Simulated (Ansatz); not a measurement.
Structure of amorphous Si24O49Be (periodic cell):

```xyz
74
Lattice="10.6597 -0.4334 0.1143 -0.4334 10.4826 0.0581 0.1143 0.0581 9.9096" Properties=species:S:1:pos:R:3 pbc="T T T"
Si     1.3254     9.5540     8.8186
Si    10.2346     0.2904     3.5095
Si     3.6840     4.2973     0.0729
Si     2.4676     5.1901     2.5512
Si     2.8349     5.7425     5.6421
Si     9.7966    -0.1671     8.2982
Si     3.7187     1.1870     9.5137
Si     9.1548     0.6404     6.2098
Si     8.0185     1.7880     9.7401
Si     6.3514     5.9304     9.1101
Si     5.4331     7.8252     1.4731
Si     0.2574     9.1815     2.9953
Si    -0.0366     3.7870     3.4335
Si     5.0889     7.6195     6.6711
Si     2.2628     7.8844     1.1610
Si     3.5103    10.1809     6.9738
Si     5.1110     3.9225     5.4018
Si     6.8844     2.0817     6.8792
Si     5.1082     1.0537     4.6843
Si     6.3261     6.6079     4.1677
Si     5.9186     0.3402     1.6591
Si     9.3789     6.0560     3.9628
Si    -0.1063     5.0409     6.1302
Si     9.2624     4.5713     9.0924
O      8.7743     3.2105     9.8747
O      9.8678     4.1482     7.6187
O      2.7399     5.8696     3.9939
O      3.5611     2.7565     9.7909
O      3.6498     7.0314     6.1653
O      3.8698     0.2074     5.3533
O      1.3993     3.9852     2.6890
O      9.5900     5.7356     5.5457
O      1.7015     8.1602     9.6080
O      6.9511     1.7837     8.4815
O      2.2904     0.3654     9.6216
O      2.5463     5.1273     9.3316
O      2.0533     9.5296     7.3617
O      6.1368     7.6386     5.4149
O      0.4999    10.4314     4.0757
O      1.7271     6.3558     1.5700
O      6.0666     9.3185     1.4835
O      9.1710     0.6307     9.5646
O     10.5471     0.7753     7.1238
O      6.2837     6.9221     0.4472
O      5.7763     6.7165     7.8127
O     10.1986     1.8520     3.0473
O      5.2964     4.7211     9.4299
O      1.3744     5.7070     6.3380
O     10.3607     9.1365     8.8416
O      5.4251     7.1597     2.9444
O      3.8578     7.9185     1.0337
O      8.4138     2.0961     6.3108
O      4.2267     0.9301     7.9719
O      7.8703     6.5518     3.6752
O      4.7191     9.1034     7.2118
O      6.1163     3.4928     6.6169
O      9.6747     4.6420     3.1494
O      7.8777     5.4349     8.8596
O      1.6715     8.9503     2.2229
O      3.6813     4.4007     6.0158
O      9.6858     9.6268     2.3621
O      3.7428     4.6462     1.7158
O      5.5687     0.4641     3.2495
O     10.4438     5.2969     9.8935
O      4.5829     0.5127     0.7493
O      9.1077     0.1463     4.6741
O      7.0624     1.4128     1.1999
O     -0.2621     7.7098     3.4509
O      8.1222     9.9424     7.3003
O      4.7945     2.6395     4.4422
O      5.8148     5.1083     4.5495
O      6.2236     0.9500     5.8873
O      0.1007     3.7918     5.0654
Be     1.2736     5.7144     9.9028
```

All values below come from PBE, scalar-relativistic without spin-orbit coupling (plane waves to 420 eV, PAW; Ansatz, a first-principles code).

The cell was made by melting and quenching with the CHGNet potential and then relaxed with DFT. O atoms were pushed apart under 1.9 Å during the dynamics, to hinder bonds among them. The hot cell started wider than the set density and was brought back towards it in steps. It is the lowest in DFT energy of 2 quenches. It is a model cell: composition and starting density were chosen by hand, and all elements were melted together. No dispersion term was used. Its density started from a set value of 2.20 and ended at 2.20 g/cm³. Cooling (nominally 320 K/ps over its main leg) ran many orders faster than in experiment, which tends to leave more defects and strain. A cell of this size samples the disorder only roughly. The volume was held where the preparation left it and the shape relaxed, at a PBE pressure of 0.6 GPa. Stress components on the final sampling reach 0.6 GPa.

Bonds are counted up to Si-Si 2.60 Å, Si-O 1.90 Å, Si-Be 2.28 Å, O-O 1.58 Å, O-Be 1.94 Å, Be-Be 2.11 Å. Two cations that share two anions don't count as bonded, nor two that share one unless they lie closer than Si-Si 2.38 Å, Si-Be 2.21 Å, Be-Be 2.05 Å.

Question: Give the coordination numbers, mean bond lengths and angles.

Answer: 
The mean coordination of Si by anions comes out as 4.00 (24 with 4), the mean coordination of O comes out as 2.02 (48 with 2, 1 with 3) and the mean coordination of Be by anions is 3.00 (1 with 3). The mean Si-O bond is 1.636 Å (spread 0.020 Å, 96 counted) and the mean O-Be bond comes out as 1.608 Å (spread 0.147 Å, 3 counted). The bond angle at Si comes out as mean 109.4°, spread 5.2° and the bond angle at O is mean 134.4°, spread 19.0°.

Question: Which atoms depart from the most common coordination of their element?

Answer: O40 has 3 (Si15 1.67 Å, Si4 1.69 Å, Be74 1.82 Å).

Question: List the pairs of like atoms that count as bonded by the rules above.

Answer: There are none by these rules.
